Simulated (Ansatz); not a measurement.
# CaSe: pressure 0.3 GPa

Consider CaSe in the rock salt structure (space group Fm-3m, No. 225; a = 5.958 Å).

The change: a hydrostatic pressure of 0.3 GPa.

Calculations: PBE, PAW, 420 eV (Ansatz, a first-principles code; spin-orbit coupling left out). k-mesh 10×10×10 (Γ-centred); smearing 0.05 eV (Fermi–Dirac).

The volume per atom decreases by 0.16 Å³ (26.44 Å³ → 26.28 Å³) and the density grows by 0.02 g/cm³ (3.74 g/cm³ → 3.76 g/cm³). The shortest interatomic distance decreases by 0.006 Å (2.979 Å → 2.973 Å) and the enthalpy H = E + PV relative to the base's energy is +0.05 eV/atom. The band gap shrinks by 0.01 eV, from 2.08 eV to 2.07 eV and the gap character remains indirect, Γ → X. The smallest direct gap hardly moves (3.00 eV against 2.99 eV) and the width of the top valence band is nearly the same (1.62 eV against 1.64 eV). The electron mass is still 1.4 mₑ along k, 0.29 mₑ across (at X) and the hole mass (degenerate bands, along [100]) changes from 0.18, 0.99, 0.99 mₑ (at Γ) to 0.18, 0.98, 0.98 mₑ (at Γ). The valley order (the lowest conduction-band minima on the path, energy above the VBM, named in the base's zone) goes from X along ⟨100⟩ 2.08 eV; Γ 3.23 eV to X along ⟨100⟩ 2.07 eV; Γ 3.26 eV.

Final structure:

```xyz
2
Lattice="0.0000 2.9729 2.9729 2.9729 0.0000 2.9729 2.9729 2.9729 0.0000" Properties=species:S:1:pos:R:3 pbc="T T T"
Ca     0.0000     0.0000     0.0000
Se     2.9729     2.9729     2.9729
```

Load acts through the strain it causes; cell and atoms are relaxed under it. Masses are band curvatures over ±0.01 Å⁻¹ around the edge. Along k means along the line from Γ to the band edge. No phonon test of stability was made.
